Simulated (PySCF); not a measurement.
PySCF 2.14.0, PBE/gth-dzvp, GTH-PBE pseudopotentials, periodic, gdf: diamond-structure Si, 2 atoms. Basis and mesh were picked for this test and aren't claimed converged.

```yaml
cell: 3.84, 3.84, 3.84 Å; 60, 60, 60°
task: energy
method: pbe
basis: gth-dzvp
two_electron_scheme: gdf
pseudo: gth-pbe
k mesh: 4×4×4
mol.max_memory: 64000 MB
mf.init_guess: minao (default)
mf.DIIS: CDIIS (default)
mf.diis_space: 8 (default)
basis_functions: 26
grid_points: 37405
k-points: 64
```

It runs on a single node (Arm Neoverse V2, 96 cores on 1 socket, no SMT, 1 L3 cache group; 94 cores' worth of CPU time may be used).

Each time is the median wall time of two to five repeats, run one at a time on the otherwise empty machine; start-up is included. Processes are pinned to neighbouring cores unless said otherwise. The build: PyPI wheel: OpenMP (GNU), a bundled serial OpenBLAS 0.3.3 under its C layer, NumPy's threaded OpenBLAS held to generic ARMv8 kernels, libcint, Libxc; another build can shift the numbers. Scratch files lie in a memory file system.

Started as
```bash
OMP_NUM_THREADS=32 OPENBLAS_NUM_THREADS=1 python -u run.py
```
(32 threads, 1 BLAS thread, two_electron_scheme = gdf) it takes 15 s and 6 Fock builds (products with the orbital Hessian counted alike).

Task: How long does it take after this change: two_electron_scheme = rsdf?

Result: About 20 s (2 runs within 1 %): 1.3× as long. The largest move is in J and K builds: 7.4 s to 12 s. As resolved by the program: FFT mesh [7 7 7] against [11 11 11]. Change in the result: energy equal as printed.
